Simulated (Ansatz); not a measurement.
**A computed series for hypothetical diamond Zr: pressure series**

The reference is Zr in the diamond structure (space group Fd-3m, No. 227; a hypothetical phase, not in the database extracts checked).

```yaml
crystal:
  lattice:
    - [0.00000, 3.13913, 3.13913]
    - [3.13913, 0.00000, 3.13913]
    - [3.13913, 3.13913, 0.00000]
  atoms:
    - { symbol: Zr, position: [0.25000, 0.25000, 0.25000] }
    - { symbol: Zr, position: [0.00000, 0.00000, 0.00000] }
```

Cell and atoms are relaxed at each pressure.

Calculations: PBE (Ansatz, a program for electronic structure, PAW, scalar-relativistic without spin-orbit coupling).

| change | shortest interatomic distance | density |
|---|---|---|
| base | 2.719 Å | 4.90 g/cm³ |
| pressure −2 GPa | 2.773 Å | 4.62 g/cm³ |
| pressure −1 GPa | 2.744 Å | 4.76 g/cm³ |
| pressure 0.3 GPa | 2.711 Å | 4.94 g/cm³ |
| pressure 0.7 GPa | 2.702 Å | 4.99 g/cm³ |
| pressure 1.5 GPa | 2.683 Å | 5.09 g/cm³ |
| pressure 3 GPa | 2.652 Å | 5.28 g/cm³ |
| pressure 5 GPa | 2.613 Å | 5.51 g/cm³ |
| pressure 7.5 GPa | 2.570 Å | 5.80 g/cm³ |
| pressure 10 GPa | 2.537 Å | 6.03 g/cm³ |

Load acts through the strain it causes; cell and atoms are relaxed under it. No phonon test of stability was made. No other phases were tried under pressure. All final runs are without spin polarisation. Zr has a high density of states at the Fermi level and may be magnetic at this level.
